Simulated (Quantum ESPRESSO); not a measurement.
Input and output of a self-consistent single point for TaB2Mo (P1, 4 atoms in the cell) (Quantum ESPRESSO).

Computed with LDA (PZ), GBRV 1.5 ultrasoft (LDA) pseudopotentials (plane waves; Quantum ESPRESSO).

The change in words: lattice scaled by 0.98. Reference geometry:
```xyz
4
Lattice="3.1221 0.0000 0.0000 0.0000 1.6116 4.2845 0.0000 -1.6116 4.2845" Properties=species:S:1:pos:R:3 pbc="T T T"
Ta    -0.0717     0.0476     1.2140
B      1.5987    -0.0027     4.7259
B      0.0483     0.0384     3.7761
Mo     1.5467    -0.0833     7.4218
```

Reference input (self-consistent single point, DFT, LDA (PZ), plane waves, GBRV 1.5 ultrasoft (LDA) pseudopotentials): ecutwfc = 40 Ry; ecutrho = 320 Ry; occupations = smearing; smearing = fermi-dirac; degauss = 0.0073499 Ry; potentials = {Ta: ta_lda_v1.uspp.F.UPF, B: b_lda_v1.4.uspp.F.UPF, Mo: mo_lda_v1.uspp.F.UPF}; K_POINTS = automatic 7 7 7 0 0 0; conv_thr = 1e-09 Ry. This run's input differs from it in these lines:

```diff
@@ -33,5 +33,5 @@
 CELL_PARAMETERS angstrom
-   3.1220500000     0.0000000000     0.0000000000
-   0.0000000000     1.6116050000     4.2844550000
-   0.0000000000    -1.6116050000     4.2844550000
+   3.0596090000     0.0000000000     0.0000000000
+   0.0000000000     1.5793730000     4.1987660000
+   0.0000000000    -1.5793730000     4.1987660000
```

Output (repeated stretches shortened):

```
     Self-consistent Calculation

     iteration #  1     ecut=    40.00 Ry     beta= 0.70

     negative rho (up, down):  9.533E-02 0.000E+00

     total energy              =    -294.08363059 Ry
     estimated scf accuracy    <       0.53365144 Ry

     iteration #  2     ecut=    40.00 Ry     beta= 0.70

     negative rho (up, down):  9.633E-02 0.000E+00

     total energy              =    -294.19880274 Ry
     estimated scf accuracy    <       0.82799344 Ry

     iteration #  3     ecut=    40.00 Ry     beta= 0.70

     negative rho (up, down):  9.687E-02 0.000E+00

     total energy              =    -294.35298613 Ry
     estimated scf accuracy    <       0.00758145 Ry

   [... 7 blocks of this kind left out ...]

     iteration # 11     ecut=    40.00 Ry     beta= 0.70

     negative rho (up, down):  9.762E-02 0.000E+00

     total energy              =    -294.36036703 Ry
     estimated scf accuracy    <          1.9E-09 Ry

     iteration # 12     ecut=    40.00 Ry     beta= 0.70

     negative rho (up, down):  9.762E-02 0.000E+00
     End of self-consistent calculation

     Number of k-points >= 100: set verbosity='high' to print the bands.

     the Fermi energy is    20.7173 ev

!    total energy              =    -294.36036703 Ry
     estimated scf accuracy    <          2.5E-12 Ry
     smearing contrib. (-TS)   =      -0.00331476 Ry
     internal energy E=F+TS    =    -294.35705227 Ry

     convergence has been achieved in  12 iterations

     negative rho (up, down):  9.762E-02 0.000E+00

     Forces acting on atoms (cartesian axes, Ry/au):

     atom    1 type  1   force =     0.05816760   -0.04499638    0.08106327
     atom    2 type  2   force =    -0.03606791   -0.00151235    0.04048864
     atom    3 type  2   force =    -0.02849334   -0.04047232   -0.00761468
     atom    4 type  3   force =     0.00639365    0.08698105   -0.11393724

     Total force =     0.194982     Total SCF correction =     0.000002

     negative rho (up, down):  9.762E-02 0.000E+00
          total   stress  (Ry/bohr**3)                   (kbar)     P=      157.02
   0.00086964  -0.00001250   0.00013559          127.93       -1.84       19.95
  -0.00001250   0.00110439  -0.00028979           -1.84      162.46      -42.63
   0.00013559  -0.00028979   0.00122811           19.95      -42.63      180.66

   JOB DONE.
```

The run converged in 12 iterations. Against the reference run the free energy rises by 23.0 meV/atom, the pressure goes from -4.93 to 15.70 GPa and the largest force goes from 2.886 to 3.689 eV/Å.

The starting cell comes from a database of computed structures (which also holds hypothetical and non-ambient phases and stackings), without a prior relaxation at this level. Its atoms were displaced at random from the sites of space group no. 38. For this run, on top of that: lattice scaled by 0.98. Spin polarisation is off. With a pressure of about 16 GPa the cell is away from its equilibrium volume at this level. Forces in this geometry exceed 1 eV/Å.

Cost on one core of a shared machine: roughly 90 s.
